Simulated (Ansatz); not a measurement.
Start from MgO in the rock salt structure (space group Fm-3m, No. 225; a = 4.2141 Å).

Structures relaxed with PBEsol in Ansatz (plane waves to 420 eV, PAW, without spin-orbit coupling).

Base:

Simulated powder pattern, Cu Kα1, λ = 1.54056 Å (kinematic, ideal powder, no thermal factors, no anomalous dispersion; the 14 strongest lines at most, above 2 %, up to 2θ = 90°):

| 2θ (°) | I/Imax (%) | hkl |
|---|---|---|
| 36.91 | 10 | (111) |
| 42.89 | 100 | (200) |
| 62.26 | 56 | (220) |
| 74.64 | 6.9 | (311) |
| 78.57 | 17 | (222) |

After one change:

Simulated powder pattern, Cu Kα1, λ = 1.54056 Å (kinematic, ideal powder, no thermal factors, no anomalous dispersion; the 14 strongest lines at most, above 2 %, up to 2θ = 90°):

| 2θ (°) | I/Imax (%) |
|---|---|
| 38.77 | 11 |
| 45.08 | 100 |
| 65.65 | 54 |
| 78.93 | 7.1 |
| 83.19 | 16 |

Problem. Name the change that was made.
A. pressure 30 GPa
B. pressure 2.1 GPa
C. pressure 22.5 GPa
D. pressure 0.9 GPa

Solution. A, pressure 30 GPa. Its volume per atom is 8.12 Å³ against 9.35 Å³, and its space group is Fm-3m (No. 225).

Load acts through the strain it causes; cell and atoms are relaxed under it. No phonon test of stability was made. No other phases were tried under pressure.

Ansatz is a program for electronic structure.
